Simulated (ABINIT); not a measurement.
ABINIT run on TiAl₃ (Pmm2, 4 atoms in the cell): self-consistent single point.

Computed with LDA (PW92), norm-conserving pseudopotentials (PseudoDojo nc-sr-04 LDA standard) (plane waves; ABINIT).

The change in words: lattice scaled by 0.98. Reference geometry:
```
CELL_PARAMETERS angstrom
      2.83968     0.00000     0.00000
      0.00000     4.68126     0.00000
      0.00000     0.00000     4.90074
ATOMIC_POSITIONS crystal
  Ti 0.00000 0.50000 0.16592
  Al 0.50000 0.50000 0.66727
  Al 0.50000 0.00000 0.33091
  Al 0.00000 0.00000 0.83590
```

Reference input (self-consistent single point, DFT, LDA (PW92), plane waves, norm-conserving pseudopotentials (PseudoDojo nc-sr-04 LDA standard)): pseudos = [Ti.upf, Al.upf]; ecut = 42 Ha; ixc = 7; occopt = 3; tsmear = 0.00367493 Ha; ngkpt = 12 7 7; nshiftk = 1; shiftk = 0 0 0; potentials = PseudoDojo nc-sr-04 LDA standard; nband = 16; kptopt = 1; nstep = 50. This run's input differs from it in these lines:

```diff
@@ -5,5 +5,5 @@
 rprim
-         5.3662174816    0.0000000000    0.0000000000
-         0.0000000000    8.8462993182    0.0000000000
-         0.0000000000    0.0000000000    9.2610564080
+         5.2588923761    0.0000000000    0.0000000000
+         0.0000000000    8.6693737097    0.0000000000
+         0.0000000000    0.0000000000    9.0758349019
 natom 4
```

Log, with long lists cut:

```
--- !BeginCycle
solver: {iscf: 7, nstep: 50, nline: 4, wfoptalg: 0, }
tolerances: {tolvrs: 1.00E-11, }
...

     iter   Etot(hartree)      deltaE(h)  residm     vres2
 ETOT  1  -66.297482732954    -6.630E+01 1.396E-01 1.398E+02
 ETOT  2  -65.532849517116     7.646E-01 1.327E-01 7.268E+03
 ETOT  3  -66.366297555992    -8.334E-01 1.858E-02 8.323E+02
 ETOT  4  -66.469665209659    -1.034E-01 6.265E-03 3.062E+01
 ETOT  5  -66.473291783399    -3.627E-03 3.319E-03 4.424E+00
   [... 5 lines left out ...]
 ETOT 11  -66.473845256531    -5.678E-10 1.141E-03 1.344E-07
 ETOT 12  -66.473845256623    -9.150E-11 2.939E-04 6.772E-10
 ETOT 13  -66.473845256641    -1.852E-11 2.371E-04 3.594E-10
 ETOT 14  -66.473845256645    -3.652E-12 1.402E-04 3.358E-12
 At SCF step   14       vres2   =  3.36E-12 < tolvrs=  1.00E-11 =>converged.

 Cartesian components of stress tensor (hartree/bohr^3)
  sigma(1 1)=  7.97126027E-06  sigma(3 2)=  0.00000000E+00
  sigma(2 2)= -3.19538908E-05  sigma(3 1)=  0.00000000E+00
  sigma(3 3)= -5.00861125E-05  sigma(2 1)=  0.00000000E+00

 ----iterations are completed or convergence reached----

 reduced coordinates (array xred) for    4 atoms
       0.000000000000      0.500000000000      0.165920000000
       0.500000000000      0.500000000000      0.667270000000
       0.500000000000      0.000000000000      0.330910000000
       0.000000000000      0.000000000000      0.835900000000
 cartesian forces (eV/Angstrom) at end:
    1     -0.00000000000000    -0.00000000000000    -0.05253695971031
   [... lines left out ...]
 Fermi (or HOMO) energy (hartree) =   0.32003   Average Vxc (hartree)=  -0.39582
 Fermi (or HOMO) energy (eV) =   8.70859   Average Vxc (eV)= -10.77088
   [... lines left out ...]
total_energy        : -6.64738452566449E+01
total_energy_eV     : -1.80884531992881E+03
band_energy         : -6.18134868359419E+00
...

-Cartesian components of stress tensor (GPa)         [Pressure=  7.2639E-01 GPa]
- sigma(1 1)=  2.34522534E-01  sigma(3 2)=  0.00000000E+00
- sigma(2 2)= -9.40115766E-01  sigma(3 1)=  0.00000000E+00
- sigma(3 3)= -1.47358406E+00  sigma(2 1)=  0.00000000E+00

 Calculation completed.
```

The run converged in 14 iterations. Against the reference run the free energy falls by 14.4 meV/atom, the pressure goes from -5.24 to 0.73 GPa and the largest force goes from 0.082 to 0.053 eV/Å.

The starting cell comes from a database of computed structures (which also holds hypothetical and non-ambient phases and stackings), without a prior relaxation at this level. For this run, on top of that: lattice scaled by 0.98. Spin polarisation is off.

Cost on one core of a shared machine: roughly 7 min.
